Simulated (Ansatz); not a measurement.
For A15 V3Si (cubic form, which distorts at low temperature), BLYP (plane waves, PAW; Ansatz, a program for electronic structure) gives:

| Item | Value |
|---|---|
| lattice constant a | 4.755 Å |
| bulk modulus | 173 GPa |
| enthalpy of formation | -0.313 eV/atom |

Q: What does PBE-D4 (PAW; Ansatz) give for the same quantities?

A: 
- lattice constant a: 4.664 Å (decreases by 1.9 %)
- bulk modulus: 203 GPa (rises by 17 %)
- formation enthalpy: -0.525 eV/atom (moves by -0.212 eV/atom)

For comparison: lattice constant a 4.724 Å (measured, temperature not stated, not corrected to a static lattice; as tabulated in Zeng et al. (2023), arXiv:2309.11055); bulk modulus 171 GPa (measured, 300 K, not corrected to a static lattice, our sources range from 171 to 176; as tabulated in Lu and Klein (1997), arXiv:cond-mat/9704251); formation enthalpy -0.481 ± 0.02 eV/atom (measured, 298 K, copied from a table, unchecked, not corrected to a static lattice; as tabulated in Wang et al. (2021), doi:10.1038/s41598-021-94550-5).

Changes are worked out from the printed values.

Unless a cell is named, each level is at its own relaxed cell (BLYP 13.44, PBE-D4 12.68 Å³/atom).

The crystal itself was run without spin with BLYP, PBE-D4; a magnetic state was not tried in these runs.

Caveats: symmetry holds this phase in the static calculation, where it need not be a minimum (BLYP, PBE-D4). Ansatz's density-functional and Hartree–Fock values are scalar-relativistic unless marked +SOC, with PAW data made under PBE.
